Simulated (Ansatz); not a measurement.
Worked calculations on one periodic cell of amorphous Si₂₄O₅₀Zr: Si24O50Zr, 75 atoms, volume 1126.6 Å³, made by a melt-quench on the CHGNet potential and relaxed with DFT. O atoms were pushed apart under 1.9 Å during the dynamics, to hinder bonds among them. It is a model cell: composition and starting density were chosen by hand, and all elements were melted together. Cycles of charging were run to anneal it. The numbers are results of PBE, scalar-relativistic without spin-orbit coupling (plane waves to 420 eV, PAW; Ansatz, a program for electronic structure), not measurements. Sampling: a 2×2×2 Γ-centred mesh; Fermi-Dirac width 0.02 eV; no spin polarisation. Its volume was held where the quench left it, its shape was free, and it stands at a mean pressure of 2.4 GPa with stress components up to 2.4 GPa; the relaxation ran on the zone centre alone. Its density went from a set 2.31 to 2.31 g/cm³. The cell is small and was quenched far faster than a real film, so it is one sample of the glass.

Count formal charges (Si +4, O -2, Zr +4). What does the count lead one to expect at the Fermi level, and what does the calculation give?

24 × (+4) + 50 × (-2) + 1 × (+4) = 0. The charges balance, so the anion-derived valence states can be full and a gap can open. On this mesh the highest filled and lowest empty level lie 4.94 eV apart; localised defect or tail levels set that (at the zone centre the more localised edge state sits most on one O atom with neighbours Si 1.68 Å, Si 1.69 Å), and the nearest spread-out levels lie 5.7 eV apart.

Four energies for an added electron at PBE on the zone centre alone (charged cells in a uniform background, spin-polarised): neutral at the neutral geometry -47894.724 eV; charged at the neutral geometry -47888.347 eV; charged and relaxed -47888.625 eV; neutral at the charged geometry -47894.108 eV.

Find the two relaxation energies and their sum, the reorganisation energy.

On charging: -47888.347 − (-47888.625) = 0.278 eV. On discharging: -47894.108 − (-47894.724) = 0.616 eV. The sum is 0.894 eV. The carrier's level spreads over 4 of the 75 atoms' worth, so it counts as localised, most on one Zr atom with neighbours O 1.93 Å, O 1.95 Å, O 1.96 Å, O 1.99 Å (neutral geometry). The values are uncorrected: the image energy of a point charge in this cell, 2.84 × 14.40 / (2 × 10.4) = 2.0 eV before screening, is screened by electrons alone at the fixed geometry and by ions too after relaxing, and the carrier can be spread before it relaxes, so each term can be off by up to that value times 1/ε∞, some tenths of an eV. PBE's self-interaction favours spread-out carriers, so a hybrid can localise more.
